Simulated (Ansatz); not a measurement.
This concerns the energy of the reaction as written. Reaction: cell B → cell A. A negative value means that the right-hand side lies lower.

Cell A: a sheet of composition Nb2, 2 atoms, hexagonal cell of 4.29 Å (15.9 Å²), symmetry P6/mmm, 0.0 Å thick under 16 Å of vacuum, in-plane vectors relaxed; planes from bottom to top: Nb2, all atoms in one plane; a model cell; spin state with PBE: no moments, k-point mesh 18×18×1.
```xyz
2
Lattice="4.2867 0.0000 0.0000 -2.1433 3.7124 0.0000 0.0000 0.0000 16.0000" Properties=species:S:1:pos:R:3 pbc="T T T"
Nb     0.0000     2.4749     8.0000
Nb     2.1433     1.2375     8.0000
```

Cell B: a sheet of composition Nb2, 2 atoms, hexagonal cell of 3.19 Å (8.8 Å²), symmetry P-3m1, 1.8 Å thick under 15 Å of vacuum, in-plane vectors relaxed; planes from bottom to top: Nb × 2; a model cell; spin state with PBE: no moments, k-point mesh 18×18×1.
```
CELL_PARAMETERS angstrom
      3.18723     0.00000     0.00000
     -1.59362     2.76022     0.00000
      0.00000     0.00000    16.92609
ATOMIC_POSITIONS crystal
  Nb 0.33333 0.66667 0.55370
  Nb 0.66667 0.33333 0.44630
```

All numbers come from Ansatz (an electronic-structure program), plane waves with PAW, its default PAW set, cutoff 420 eV. The structures are at rest with PBE. Neutral cells; Fermi-Dirac smearing of at most 0.10 eV in the solids, energies taken to zero width. A dispersion term (D3(BJ), or D4 for r2SCAN) was computed beside these levels and is taken off wherever the name lacks it. Static lattices, no vibrational contributions. The cells' k-point meshes differ in density, so the last digit is unsettled. Cell A has symmetry P6/mmm and got no random move, so less symmetric positions, which may lie lower, weren't tried. Cell B has symmetry P-3m1 and got no random move, so less symmetric positions, which may lie lower, weren't tried.

### Question
Estimate the value that PBE returns for this input.

### Answer
4.22 eV, for cell B → cell A.
